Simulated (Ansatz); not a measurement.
## Effect of strain tensor (xx, yy, zz, yz, xz, xy) = (+0.10, −0.30, +0.16, −0.20, −0.82, −0.08) % on ZnSnO3

The reference is ZnSnO$_{3}$ (space group R3c, No. 161).

```yaml
crystal:
  lattice:
    - [2.63915, 1.52372, 4.66998]
    - [-2.63915, 1.52372, 4.66998]
    - [0.00000, -3.04743, 4.66998]
  atoms:
    - { symbol: Zn, position: [0.29492, 0.29492, 0.29492] }
    - { symbol: Zn, position: [0.79492, 0.79492, 0.79492] }
    - { symbol: Sn, position: [0.01257, 0.01257, 0.01257] }
    - { symbol: Sn, position: [0.51257, 0.51257, 0.51257] }
    - { symbol: O, position: [0.72151, 0.11607, 0.40522] }
    - { symbol: O, position: [0.40522, 0.72151, 0.11607] }
    - { symbol: O, position: [0.11607, 0.40522, 0.72151] }
    - { symbol: O, position: [0.90522, 0.61607, 0.22151] }
    - { symbol: O, position: [0.22151, 0.90522, 0.61607] }
    - { symbol: O, position: [0.61607, 0.22151, 0.90522] }
```

Cartesian axes are those of the cell as printed.

Perturbation: the symmetric strain tensor [0.0010 -0.0008 -0.0082; -0.0008 -0.0030 -0.0020; -0.0082 -0.0020 0.0016], atoms relaxed at fixed cell.

Method: PBEsol/PAW in Ansatz (an electronic-structure program), no SOC. Γ-centred 8×8×8 mesh, Fermi–Dirac width 0.05 eV.

```json
[
 {"quantity": "volume per atom", "base": "11.27 Å³", "changed": "11.26 Å³", "shift": "-0.01 Å³"},
 {"quantity": "space group", "base": "R3c (No. 161)", "changed": "P1 (No. 1)", "shift": "–"},
 {"quantity": "shortest interatomic distance", "base": "1.993 Å", "changed": "1.987 Å", "shift": "-0.006 Å"},
 {"quantity": "energy relative to the base (free energy F)", "base": "0 meV/atom", "changed": "+0.8 meV/atom", "shift": "+0.8 meV/atom"},
 {"quantity": "band gap", "base": "1.25 eV", "changed": "1.24 eV", "shift": "-0.01 eV"},
 {"quantity": "gap character", "base": "direct at Γ", "changed": "direct at Γ", "shift": "–"},
 {"quantity": "valence-band top at Γ (three highest levels, from the VBM)", "base": "0.00, 0.00, -0.59 eV", "changed": "0.00, -0.01, -0.58 eV", "shift": "–"},
 {"quantity": "largest internal atomic displacement", "base": "–", "changed": "0.014 Å", "shift": "–"},
 {"quantity": "stress (xx, yy, zz, yz, xz, xy; compression positive)", "base": "–", "changed": "(-0.01, 0.63, -0.11, 0.26, 1.15, 0.15) GPa", "shift": "–"}
]
```

No phonon test of stability was made. Labels are those of the standard path for the cell's own space group.
